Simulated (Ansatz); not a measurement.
Where the default PAW files enter, the runs use the earlier of Ansatz's two default sets.

Input:

```yaml
crystal:
  lattice:
    - [2.69349, 0.00000, 0.00000]
    - [0.00000, 5.98661, 0.00000]
    - [0.00000, 2.99330, 2.99330]
  atoms:
    - { symbol: Si, position: [0.50000, 0.50000, 0.00000] }
    - { symbol: Si, position: [0.00000, 0.00000, 0.00000] }
    - { symbol: O, position: [0.00000, 0.30684, 0.38632] }
    - { symbol: O, position: [0.00000, 0.69316, 0.61368] }
    - { symbol: O, position: [0.50000, 0.19316, 0.00000] }
    - { symbol: O, position: [0.50000, 0.80684, 0.00000] }
```

Space group of this cell: P4_2/mnm, rutile. The cell is taken as given; by r2SCAN its mean pressure is -9.7 GPa.

Level of theory: r2SCAN (plane waves, PAW; Ansatz, a program for electronic structure).

The current runs along the normal of the first two printed vectors; no spin-orbit coupling. Scaled by the factor s: all lengths (ions clamped). Meshes 12×10×10 and 12×6 across the current in all rows.

```json
[
 {"s": "0.98", "mean pressure (GPa)": "10.7", "band gap (eV)": "7.10"},
 {"s": "1.00", "mean pressure (GPa)": "-9.7", "band gap (eV)": "5.97"},
 {"s": "1.02", "mean pressure (GPa)": "-25.2", "band gap (eV)": "?"}
]
```

### Question
Take the slope of the band gap against ln s from the two given rows, extrapolate to s = 1.02, and say what the run there gives.

### Answer
Slope = (7.10 − 5.97) / ln 0.98 = -55.9 eV. The line gives 5.97 + (-55.9) × ln 1.02 = 4.86 eV. The run gives 4.94 eV, 0.08 eV over the line, 7 % of the predicted step.
